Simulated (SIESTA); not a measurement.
Worked example: self-consistent single point of Mg3Sn (Pm-3m, 4 atoms in the cell) in SIESTA

Level of theory: LDA PW92, numerical atomic orbitals DZP, PseudoDojo LDA standard norm-conserving potentials (rewritten from UPF to PSML) (SIESTA).

Input as run:

```
# files in the folder: Mg.psml Sn.psml (PseudoDojo LDA standard)
SystemName  Mg3Sn
SystemLabel mg3sn

NumberOfAtoms                4
NumberOfSpecies              2
%block ChemicalSpeciesLabel
  1 12 Mg
  2 50 Sn
%endblock ChemicalSpeciesLabel
LatticeConstant              1.0 Ang
%block LatticeVectors
     4.459198000    0.000000000    0.000000000
     0.000000000    4.459198000    0.000000000
     0.000000000    0.000000000    4.459198000
%endblock LatticeVectors
AtomicCoordinatesFormat      ScaledCartesian
%block AtomicCoordinatesAndAtomicSpecies
     2.229599000    2.229599000    0.000000000  1
     0.000000000    2.229599000    2.229599000  1
     2.229599000    0.000000000    2.229599000  1
     0.000000000    0.000000000    0.000000000  2
%endblock AtomicCoordinatesAndAtomicSpecies

XC.functional                LDA
XC.authors                   PW92
PAO.BasisSize                DZP
PAO.EnergyShift              0.005 Ry
MeshCutoff                   350 Ry
%block kgrid.MonkhorstPack
    5   0   0  0.0
    0   5   0  0.0
    0   0   5  0.0
%endblock kgrid.MonkhorstPack
OccupationFunction           MP
OccupationMPOrder            0
ElectronicTemperature        0.1 eV

MaxSCFIterations             150
SCF.Mixer.Method             Broyden
SCF.Mixer.Weight             0.1
SCF.Mixer.History            8
SCF.DM.Tolerance             1.0E-05
Diag.ParallelOverK           true
WriteForces                  true
Charge.Mulliken              end
```

Log, with long lists cut:

```
reinit: Reading from file input.fdf

reinit: System Name: Mg3Sn
reinit: System Label: mg3sn

coor:   Atomic-coordinates input format  =     Cartesian coordinates
coor:                                          (in units of alat)

siesta: Atomic coordinates (Bohr) and species
siesta:      4.21333   4.21333   0.00000  1        1
siesta:      0.00000   4.21333   4.21333  1        2
siesta:      4.21333   0.00000   4.21333  1        3
siesta:      0.00000   0.00000   0.00000  2        4

siesta: System type = bulk

initatomlists: Number of atoms, orbitals, and projectors:      4    45    42

siesta: ******************** Simulation parameters ****************************
redata: Spin configuration                          = none
redata: Time-Reversal Symmetry                      = T
redata: Number of Atomic Species                    =        2
redata: Mesh Cutoff                                 =   350.0000 Ry
redata: Net charge of the system                    =     0.0000 |e|
redata: Min. number of SCF Iter                     =        0
redata: Max. number of SCF Iter                     =      150
redata: SCF convergence failure will abort job
redata: SCF mix quantity                            = Hamiltonian
redata: Mix DM or H after convergence               =   F
redata: Recompute H after scf cycle                 =   F
redata: Mix DM in first SCF step                    =   T
redata: No kicks to SCF
redata: DM Mixing Weight for Kicks                  =     0.5000
redata: Require Harris convergence for SCF          =   F
redata: Harris energy tolerance for SCF             =     0.000100 eV
redata: Require DM convergence for SCF              =   T
redata: DM tolerance for SCF                        =     0.000010
redata: Require EDM convergence for SCF             =   F
redata: EDM tolerance for SCF                       =     0.001000 eV
redata: Require H convergence for SCF               =   T
   [... lines left out ...]
diag: Used triangular part                          = Lower
diag: Absolute tolerance                            =  0.100E-15
diag: Orthogonalization factor                      =  0.100E-05
diag: Memory factor                                 =  1.0000

superc: Internal auxiliary supercell:     5 x     5 x     5  =     125
superc: Number of atoms, orbitals, and projectors:    500   5625   5250

                        Single-point calculation

superc: Internal auxiliary supercell:     5 x     5 x     5  =     125
superc: Number of atoms, orbitals, and projectors:    500   5625   5250

outcell: Unit cell vectors (Ang):
        4.459198    0.000000    0.000000
        0.000000    4.459198    0.000000
        0.000000    0.000000    4.459198

outcell: Cell vector modules (Ang)   :    4.459198    4.459198    4.459198
outcell: Cell angles (23,13,12) (deg):     90.0000     90.0000     90.0000
outcell: Cell volume (Ang**3)        :     88.6687
new_DM -- step:     1
Initializing Density Matrix...

Attempting to read DM from file... Failed...
DM filled with atomic data:

InitMesh: MESH = 54 x 54 x 54 = 157464
InitMesh: Mesh cutoff (required, used) =   350.000   405.299 Ry

stepf: Methfessel-Paxton step function
       Using Hermite-Gauss polynomials of order  0
        iscf     Eharris(eV)        E_KS(eV)     FreeEng(eV)     dDmax    Ef(eV) dHmax(eV)
   scf:    1    -6962.093925    -6974.962144    -6974.969386  1.869465 -3.537678  4.018508
   scf:    2    -6975.274633    -6975.123536    -6975.131840  0.033274 -3.520849  3.442188
   scf:    3    -6975.371790    -6975.388083    -6975.404803  0.309086 -3.470943  1.470525
   scf:    4    -6975.444011    -6975.424127    -6975.440901  0.058671 -3.470817  0.976038
   scf:    5    -6975.447066    -6975.437916    -6975.455010  0.041150 -3.517758  0.190016
   scf:    6    -6975.436829    -6975.438324    -6975.454960  0.019300 -3.517402  0.095495
   [... 10 lines left out ...]
   scf:   17    -6975.438935    -6975.438934    -6975.455862  0.000021 -3.520593  0.000395
   scf:   18    -6975.438935    -6975.438935    -6975.455862  0.000018 -3.520612  0.000343
   scf:   19    -6975.438935    -6975.438935    -6975.455862  0.000014 -3.520628  0.000294
   scf:   20    -6975.438935    -6975.438935    -6975.455862  0.000011 -3.520642  0.000252
   scf:   21    -6975.438935    -6975.438935    -6975.455862  0.000010 -3.520654  0.000218
SCF Convergence by DM+H criterion
max |DM_out - DM_in|         :     0.0000095033
max |H_out - H_in|      (eV) :     0.0002178029
SCF cycle converged after 21 iterations

Using DM_out to compute the final energy and forces

siesta: E_KS(eV) =            -6975.4389

siesta: E_KS - E_eggbox =     -6975.4389

siesta: Atomic forces (eV/Ang):
     1   -0.000000    0.000000   -0.000000
     2    0.000000    0.000000   -0.000000
     3   -0.000000   -0.000000   -0.000000
     4   -0.000000   -0.000000   -0.000000
   Tot   -0.000000   -0.000000   -0.000000
   Max    0.000000
   Res    0.000000    sqrt( Sum f_i^2 / 3N )
   Max    0.000000    constrained

Stress tensor Voigt[x,y,z,yz,xz,xy] (kbar):      -15.59      -15.59      -15.59        0.00       -0.00       -0.00
(Free)E + p*V (eV/cell)    -6974.5932
Target enthalpy (eV/cell)    -6975.4559

siesta: Program's energy decomposition (eV):
siesta: Ebs     =     -1656.650827
siesta: Eions   =      8250.469791
siesta: Ena     =       519.696522
siesta: Ekin    =      4007.411678
siesta: Enl     =     -2069.097171
siesta: Eso     =         0.000000
siesta: Edftu   =         0.000000
siesta: DEna    =        32.302577
siesta: DUscf   =         1.003076
siesta: DUext   =         0.000000
siesta: Ex      =     -1115.328291
siesta: Ec      =      -100.957535
siesta: Exc     =     -1216.285826
siesta: Eharris =     -6975.438935
siesta: Etot    =     -6975.438935
siesta: FreeEng =     -6975.455862

siesta: Stress tensor (static) (eV/Ang**3):
siesta:    -0.009729   -0.000000   -0.000000
siesta:    -0.000000   -0.009729    0.000000
siesta:    -0.000000    0.000000   -0.009729

siesta: Cell volume =         88.668685 Ang**3

siesta: Pressure (static):
siesta:                Solid            Molecule  Units
siesta:           0.00010596          0.00010596  Ry/Bohr**3
siesta:           0.00972917          0.00972917  eV/Ang**3
siesta:          15.58785591         15.58785591  kBar

mulliken: Atomic and Orbital Populations:

Species: Mg
Atom  Qatom  Qorb
               2s      3s      3s      2py     2pz     2px     3py     3pz
               3px
   1  9.533   1.990   0.922  -0.217   2.018   2.017   2.018   0.224   0.337
              0.224
   2  9.533   1.990   0.922  -0.217   2.018   2.018   2.017   0.224   0.224
              0.337
   3  9.533   1.990   0.922  -0.217   2.017   2.018   2.018   0.337   0.224
              0.224

Species: Sn
Atom  Qatom  Qorb
               5s      5s      5py     5pz     5px     5py     5pz     5px
               4dxy    4dyz    4dz2    4dxz    4dx2-y2 5dxy    5dyz    5dz2
               5dxz    5dx2-y2
   4 15.400   1.500   0.028   1.676   1.676   1.676  -0.547  -0.547  -0.547
              2.004   2.004   2.007   2.004   2.007   0.132   0.132   0.031

              0.132   0.031

mulliken: Qtot =       44.000

Mulliken Atomic Populations:
Atom #   charge [q] valence [e]  Species
     1     0.466729    9.533271  Mg
     2     0.466729    9.533271  Mg
     3     0.466729    9.533271  Mg
     4    -1.400188   15.400188  Sn
 Total    -0.000000
```

The run converged in 21 iterations.

The starting cell comes from a database of computed structures (which also holds hypothetical and non-ambient phases and stackings), without a prior relaxation at this level. Its lattice was rescaled by up to half a per cent. Values carry the incompleteness of an atom-centred basis.

Cost on one core of a shared machine: roughly 30 s.
